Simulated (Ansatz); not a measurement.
Base system: Cu3N (space group Pm-3m, No. 221; a = 3.827 Å).

Level of theory: PBE in Ansatz (plane waves to 420 eV, PAW, no spin-orbit coupling).

Before the change:

| Quantity | Value |
|---|---|
| Valley order | M along ⟨110⟩ 0.22 eV; Γ 0.97 eV; X along ⟨100⟩ 1.52 eV |

Modification: the cell is scaled by 1.0180 in all directions; the atoms relax in the strained cell.

Task: Predict the new valley order and energy relative to the base.

Result: The valley order (the lowest conduction-band minima on the path, energy above the VBM, named in the base's zone) changes from M along ⟨110⟩ 0.22 eV; Γ 0.97 eV; X along ⟨100⟩ 1.52 eV to M along ⟨110⟩ 0.39 eV; Γ 0.83 eV; X along ⟨100⟩ 1.38 eV; the energy grows by 14 meV/atom.

The levels and masses belong to the bands next to the band gap. Whether these cells are dynamically stable was not tested. All final runs are without spin polarisation.

Ansatz is a quantum-chemistry and plane-wave program.
